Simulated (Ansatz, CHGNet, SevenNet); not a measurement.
**Equilibrium lattice constant a of HgS (P3₂21, No. 154, 6 atoms in the cell; start COD 9012082) at several levels of theory**

No measured value is used here.

```json
[
 {"level (code)": "CHGNet 0.3.0", "value (Å)": "4.498"},
 {"level (code)": "SevenNet-0", "value (Å)": "4.394"},
 {"level (code)": "SevenNet-l3i5", "value (Å)": "4.415"},
 {"level (code)": "LDA (Ansatz)", "value (Å)": "4.037"},
 {"level (code)": "PBE (Ansatz)", "value (Å)": "4.460"},
 {"level (code)": "PBEsol (Ansatz)", "value (Å)": "4.140"},
 {"level (code)": "PBE-D3(BJ) (Ansatz)", "value (Å)": "4.164"}
]
```

Density-functional levels without +SOC have no spin–orbit coupling. CHGNet 0.3.0, SevenNet-0, SevenNet-l3i5, PBE, PBE-D3(BJ): the relaxation could not lower the start's symmetry, so the cell can be a saddle point above a distorted one. Ansatz's density-functional and Hartree–Fock values are scalar-relativistic unless marked +SOC, with PAW data made under PBE.

Machine-learned potentials (CHGNet 0.3.0, SevenNet-0, SevenNet-l3i5) are trained on DFT data: a solid inside that data is no test of them.

Ansatz is an electronic-structure program.
